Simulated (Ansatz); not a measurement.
System: antifluorite Be₂C. Method: PBE (Ansatz, a quantum-chemistry and plane-wave program, PAW).

Numerical settings: plane-wave cutoff 520 eV, 12×12×12 k mesh, perturbation theory, force constants from a 4×4×4 q mesh, scalar-relativistic PAW data made under PBE.

Computed at the level's own relaxed cell. Harmonic vibrational thermodynamics at fixed volume:

```json
[
 {"T (K)": "0", "S_vib (J/K per mol of atoms)": "0.00", "C_V (J/K per mol of atoms)": "0.00", "F_vib (eV/atom)": "0.1140"},
 {"T (K)": "200", "S_vib (J/K per mol of atoms)": "?", "C_V (J/K per mol of atoms)": "?", "F_vib (eV/atom)": "?"},
 {"T (K)": "300", "S_vib (J/K per mol of atoms)": "?", "C_V (J/K per mol of atoms)": "?", "F_vib (eV/atom)": "?"},
 {"T (K)": "400", "S_vib (J/K per mol of atoms)": "?", "C_V (J/K per mol of atoms)": "?", "F_vib (eV/atom)": "?"},
 {"T (K)": "700", "S_vib (J/K per mol of atoms)": "?", "C_V (J/K per mol of atoms)": "?", "F_vib (eV/atom)": "?"},
 {"T (K)": "800", "S_vib (J/K per mol of atoms)": "?", "C_V (J/K per mol of atoms)": "?", "F_vib (eV/atom)": "?"},
 {"T (K)": "1000", "S_vib (J/K per mol of atoms)": "?", "C_V (J/K per mol of atoms)": "?", "F_vib (eV/atom)": "?"}
]
```

Fill in the missing entries.


- 200, S_vib (J/K per mol of atoms): 2.62
- 200, C_V (J/K per mol of atoms): 6.95
- 200, F_vib (eV/atom): 0.1126
- 300, S_vib (J/K per mol of atoms): 6.63
- 300, C_V (J/K per mol of atoms): 12.92
- 300, F_vib (eV/atom): 0.1079
- 400, S_vib (J/K per mol of atoms): 10.92
- 400, C_V (J/K per mol of atoms): 16.82
- 400, F_vib (eV/atom): 0.0988
- 700, S_vib (J/K per mol of atoms): 21.89
- 700, C_V (J/K per mol of atoms): 21.75
- 700, F_vib (eV/atom): 0.0469
- 800, S_vib (J/K per mol of atoms): 24.84
- 800, C_V (J/K per mol of atoms): 22.45
- 800, F_vib (eV/atom): 0.0227
- 1000, S_vib (J/K per mol of atoms): 29.95
- 1000, C_V (J/K per mol of atoms): 23.30
- 1000, F_vib (eV/atom): -0.0343

The crystal is taken as a harmonic solid at every temperature: melting, phase changes and thermal expansion are not seen.
